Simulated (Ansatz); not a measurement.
The starting structures come from a database of crystals and need not be the phases stable at ambient conditions.

By PBEsol, the system below comes out a metal.

The ballistic (Sharvin) conductance counts the channels at the Fermi level: G/A = (e²/h) × channels of both spins per area.

Data:

```
CELL_PARAMETERS angstrom
      2.83676     0.00000     0.00000
      0.16415     4.76261     0.00000
     -0.77455    -1.93571     9.93577
ATOMIC_POSITIONS crystal
  Nb 0.35250 0.78222 0.57125
  Nb 0.64750 0.21778 0.42875
  Nb 0.06076 0.34956 0.71360
  Nb 0.93924 0.65044 0.28640
  Nb 0.77679 0.92237 0.85667
  Nb 0.22321 0.07763 0.14333
  Nb 0.50000 0.50000 0.00000
```

Space group of this cell: P-1. The cell is strained (all lengths scaled by 1.02); by PBEsol its mean pressure is -13.7 GPa.

The current flows along the normal of the first two printed cell vectors. No spin-orbit coupling; the value is a mean over 0.1 eV about the Fermi level.

Problem. State the ballistic conductance per area according to Ansatz (a first-principles code) with PBEsol.

Solution. 1.6 × 10¹⁵ S/m² for both spins.
